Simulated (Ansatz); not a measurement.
TlBr (Fm-3m, No. 225, 2 atoms in the cell; start mp-568560; metastable phase) was calculated with HSE06 (plane waves, PAW; Ansatz, a quantum-chemistry and plane-wave program).

Numerical settings: plane-wave cutoff 460 eV, 6×6×6 k mesh, Fermi–Dirac smearing 0.01 eV, scalar-relativistic PAW data made under PBE.

Cell (relaxed with PBE-D3(BJ)):

TlBr is taken in the cubic space group Fm-3m (No. 225), the rock salt structure, Pearson symbol cF8. Lattice parameters: a = 6.777 Å, b = 6.777 Å, c = 6.777 Å, α = 90.00°, β = 90.00°, γ = 90.00°. Tl on 4a is surrounded by 6 Br at 3.389 Å (octahedral). Br on 4b sees 6 Tl at 3.389 Å (octahedral). (Neighbours: up to the widest gap in distance over summed covalent radii, below 1.35, at either atom; cation-cation and far metal-metal contacts left out.)
(The calculation used a cell of 2 atoms; values per cell refer to that cell.)

### Question
What does this level give for the band gap and Γ–Γ gap?

### Answer

- band gap: 3.03 eV (on the SCF k mesh)
- Γ–Γ gap: 8.85 eV

Spin–orbit coupling is not included; with these elements it can move the gap by several tenths of an eV or more.

The computed numbers hold no vibrational or temperature effects.

Cost on a shared machine: very roughly 90 core-seconds.

A start named mp-… is a Materials Project structure, which need not be a measured phase.
